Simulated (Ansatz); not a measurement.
Take LaPt3Si (space group P4mm, No. 99; a = 4.091 Å, c = 5.462 Å; a cell from a computed database, its experimental status unchecked) as the base.

Perturbation: full substitution Pt → Ir, then cell and atoms are relaxed.

Levels (all Ansatz, a quantum-chemistry and plane-wave program, PAW): PBEsol (420 eV, spin-orbit coupling left out); PBEsol+SOC (420 eV, spin-orbit coupling included).

The geometry is relaxed with PBEsol.

PBEsol pressure: 0.0 GPa

With PBEsol+SOC at the same geometry, the pressure goes from zero to 0.2 GPa.

Single points use the geometry relaxed with PBEsol. Differences between runs with and without spin-orbit coupling are approximate. Stability against distortions was not tested. As relaxed here, LaIr3Si is a hypothetical phase, not in the database extracts checked. The runs without spin-orbit coupling are not spin-polarised. An odd electron count without spin: LaPt3Si. LaIr3Si has a high density of states at the Fermi level and may be magnetic at this level.
